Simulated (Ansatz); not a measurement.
Consider the following.

```yaml
crystal:
  lattice:
    - [7.67168, 0.00000, 0.00000]
    - [0.00000, 7.67168, 0.00000]
    - [0.00000, 0.00000, 5.51884]
  atoms:
    - { symbol: K, position: [0.30713, 0.80713, 0.50000] }
    - { symbol: K, position: [0.69287, 0.19287, 0.50000] }
    - { symbol: K, position: [0.19287, 0.30713, 0.50000] }
    - { symbol: K, position: [0.80713, 0.69287, 0.50000] }
    - { symbol: K, position: [0.50000, 0.50000, 0.00000] }
    - { symbol: K, position: [0.00000, 0.00000, 0.00000] }
    - { symbol: Si, position: [0.00000, 0.50000, 0.00000] }
    - { symbol: Si, position: [0.50000, 0.00000, 0.00000] }
    - { symbol: F, position: [0.10983, 0.60983, 0.77978] }
    - { symbol: F, position: [0.89017, 0.39017, 0.22022] }
    - { symbol: F, position: [0.39017, 0.10983, 0.77978] }
    - { symbol: F, position: [0.60983, 0.89017, 0.22022] }
    - { symbol: F, position: [0.89017, 0.39017, 0.77978] }
    - { symbol: F, position: [0.10983, 0.60983, 0.22022] }
    - { symbol: F, position: [0.60983, 0.89017, 0.77978] }
    - { symbol: F, position: [0.39017, 0.10983, 0.22022] }
    - { symbol: F, position: [0.00000, 0.00000, 0.50000] }
    - { symbol: F, position: [0.50000, 0.50000, 0.50000] }
    - { symbol: F, position: [0.65657, 0.15657, 0.00000] }
    - { symbol: F, position: [0.34343, 0.84343, 0.00000] }
    - { symbol: F, position: [0.84343, 0.65657, 0.00000] }
    - { symbol: F, position: [0.15657, 0.34343, 0.00000] }
```

Calculation: PBEsol, rigid bands (plane waves, PAW, scalar-relativistic; Ansatz, an electronic-structure program). How the cell was made: cell and atoms relaxed with PBEsol.

Q: Predict the hole conductivity mass (n e² τ/σ) at 300 K, by direction if it differs.

A: 6.4 (x), 6.4 (y), 10.8 (z) mₑ.

Q: What conductivity effective mass do dilute electrons have at 300 K?

A: 0.55 (x), 0.55 (y), 0.56 (z) mₑ.

Q: And the band gap?

A: 6.17 eV at this level; semilocal functionals usually fall short of the measured gap.

Rigid bands, one relaxation time for all states, no polarons. Spin-orbit coupling is left out; where it splits the top of the valence band it changes the hole mass and lowers the gap by about a third of the splitting.

Computed structure with no diffraction record at hand here (it may be known, metastable or hypothetical): K3SiF7 (P4/mbm).
